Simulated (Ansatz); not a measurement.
**Pt (Fm-3m): band-structure transport figures**

Data:

```
Pt
1.0
    0.00000     1.98549     1.98549
    1.98549     0.00000     1.98549
    1.98549     1.98549     0.00000
Pt
1
Direct
  0.00000   0.00000   0.00000
```

These are PBE, rigid bands (plane waves, PAW, scalar-relativistic; Ansatz, an electronic-structure program) values and carry that method's errors. Condition of this run: functional PBE, cell relaxed with it. Geometry: cell and atoms relaxed with PBE.

- density of states at the Fermi level = 2.15 states/(eV·cell), both spins
- bare Sommerfeld coefficient = 5.1 mJ/(mol of atoms·K²)
- Drude plasma energy = 8.5 eV
- root-mean-square Fermi velocity = 4.5e5 m/s
- resistivity times τ = 6.8 ×10⁻²² Ω·m·s
- resistivity times mean free path = 3.6 ×10⁻¹⁶ Ω·m²

A metal at this level (no band gap); rigid bands, thermally averaged at 300 K, both spins. Spin-orbit coupling is left out, which matters with elements this heavy. τ is one relaxation time for all states; the product of resistivity and mean free path takes one path for all states instead.
